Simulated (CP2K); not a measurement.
A self-consistent single point of NiO₂ (R-3m, 3 atoms in the cell) with CP2K.

Method of the run: PBEsol, GPW, DZVP-MOLOPT-SR-GTH basis, GTH-PBE potentials (GTH_POTENTIALS) in CP2K.

```
CELL_PARAMETERS angstrom
      5.05962     0.00000     0.00000
      4.28499     2.69047     0.00000
      4.28499     1.23372     2.39093
ATOMIC_POSITIONS crystal
  Ni 0.00000 0.00000 0.00000
  O  0.73204 0.73204 0.73204
  O  0.26796 0.26796 0.26796
```

Reference input (self-consistent single point, DFT PBEsol, GPW, DZVP-MOLOPT-SR-GTH basis, GTH-PBE potentials (GTH_POTENTIALS)): CUTOFF = 600 Ry; REL_CUTOFF = 40 Ry; SMEAR/METHOD = GAUSSIAN; SIGMA = 0.02 eV; KPOINTS/SCHEME = MONKHORST-PACK 14 14 14; GAMMA_CENTERED = T; XC_FUNCTIONAL = PBE:PBESOL; Ni/BASIS_SET = DZVP-MOLOPT-SR-GTH-q18; Ni/POTENTIAL = GTH-PBE-q18; O/BASIS_SET = DZVP-MOLOPT-SR-GTH-q6; O/POTENTIAL = GTH-PBE-q6; METHOD = GPW. This run's input differs from it in these lines:

```diff
@@ -40,4 +40,3 @@
     &KPOINTS
-      SCHEME MONKHORST-PACK 14 14 14
-      GAMMA_CENTERED T
+      SCHEME MONKHORST-PACK 11 11 11
     &END KPOINTS
```

Output, abridged:

```
 SCF WAVEFUNCTION OPTIMIZATION

  Step     Update method      Time    Convergence         Total energy    Change
     1 NoMix/Diag. 0.30E+00      -     1.76658916      -201.3882426780 -2.01E+02
     2 Broy./Diag. 0.30E+00      -     0.29223070      -201.3590471204  2.92E-02
     3 Broy./Diag. 0.30E+00      -     0.13004923      -198.5344506635  2.82E+00
     4 Broy./Diag. 0.30E+00      -     0.05556569      -201.2072253625 -2.67E+00
     5 Broy./Diag. 0.30E+00      -     0.00578718      -201.1956767158  1.15E-02
     6 Broy./Diag. 0.30E+00      -     0.00442653      -201.1109681158  8.47E-02
   [... 5 lines left out ...]
    12 Broy./Diag. 0.30E+00      -     0.00000829      -201.0013412662  3.86E-04
    13 Broy./Diag. 0.30E+00      -     0.00000773      -201.0012796212  6.16E-05
    14 Broy./Diag. 0.30E+00      -     0.00000162      -201.0012401461  3.95E-05
    15 Broy./Diag. 0.30E+00      -     0.00000043      -201.0012412266 -1.08E-06
  *** SCF run converged in    15 steps ***

  Overlap energy of the core charge distribution:               0.00000000000002
  Self energy of the core charge distribution:               -344.19159282867361
  Core Hamiltonian energy:                                     96.04977633969719
  Hartree energy:                                              70.60508293140779
  Exchange-correlation energy:                                -23.46450766905670
  Smearing free energy correction:                             -0.00000000000000
  Fermi energy:                                                 0.17833419880232

  Total energy:                                              -201.00124122662532
  Total energy (extrapolated to sigma->0):                   -201.00124122662532

                     Mulliken Population Analysis

   [... lines left out ...]

 STRESS| Analytical stress tensor [bar]
 STRESS|                        x                   y                   z
 STRESS|      x        4.83458779094E+03   2.94468889061E+03   1.79415894382E+03
 STRESS|      y        2.94468889061E+03  -4.54470368698E+03   5.16477752904E+02
 STRESS|      z        1.79415894382E+03   5.16477752904E+02  -5.07657866226E+03
 STRESS| 1/3 Trace                                            -1.59556485276E+03
```

The run converged in 15 iterations. Against the reference run the free energy is nearly the same (within 1 meV/atom), the pressure stays at -0.16 GPa, the largest force stays at 0.059 eV/Å and the gap on the mesh goes from 0.954 to 0.969 eV.

The starting cell comes from a database of computed structures (which also holds hypothetical and non-ambient phases and stackings), without a prior relaxation at this level. Values carry the incompleteness of an atom-centred basis. The potentials were made for another functional than the one used.

Cost on one core of a shared machine: roughly 3 min.
